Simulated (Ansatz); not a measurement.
# Ge, response to strain

Base system: Ge in the diamond structure (space group Fd-3m, No. 227; a = 5.676 Å). Axes: x, y, z lie along the cube axes.

Strains are applied to the cell and any free atomic positions relax; under biaxial strain the out-of-plane vector relaxes too.

Level of theory: Kohn–Sham DFT with the PBEsol functional, run in Ansatz (an electronic-structure program) with PAW and 420 eV plane waves, spin-orbit coupling left out.

Notes on the quantities. energy relative to the base: free energy F; pressure: mean of the normal stresses, compression positive.

```tsv
case	energy relative to the base	volume per atom	pressure
base	0 meV/atom	22.86 Å³	0.0 GPa
biaxial strain −2.50 %, plane normal [001], relaxed out of plane	+12 meV/atom	22.14 Å³	2.3 GPa
biaxial strain −2.00 %, plane normal [001], relaxed out of plane	+7.5 meV/atom	22.29 Å³	1.8 GPa
biaxial strain −1.50 %, plane normal [001], relaxed out of plane	?	22.43 Å³	1.3 GPa
biaxial strain −1.00 %, plane normal [001], relaxed out of plane	+1.8 meV/atom	22.57 Å³	0.9 GPa
biaxial strain −0.50 %, plane normal [001], relaxed out of plane	+0.4 meV/atom	22.72 Å³	0.4 GPa
biaxial strain +1.00 %, plane normal [001], relaxed out of plane	+1.7 meV/atom	23.14 Å³	-0.8 GPa
biaxial strain +1.50 %, plane normal [001], relaxed out of plane	?	23.28 Å³	-1.2 GPa
biaxial strain +2.50 %, plane normal [001], relaxed out of plane	+10 meV/atom	?	-1.9 GPa
biaxial strain +3.00 %, plane normal [001], relaxed out of plane	+15 meV/atom	23.68 Å³	-2.2 GPa
```

Question: What belongs in the blanks?

Answer: 
- biaxial strain −1.50 %, plane normal [001], relaxed out of plane, energy relative to the base: +4.1 meV/atom
- biaxial strain +1.50 %, plane normal [001], relaxed out of plane, energy relative to the base: +3.8 meV/atom
- biaxial strain +2.50 %, plane normal [001], relaxed out of plane, volume per atom: 23.55 Å³

Stability against distortions was not tested.
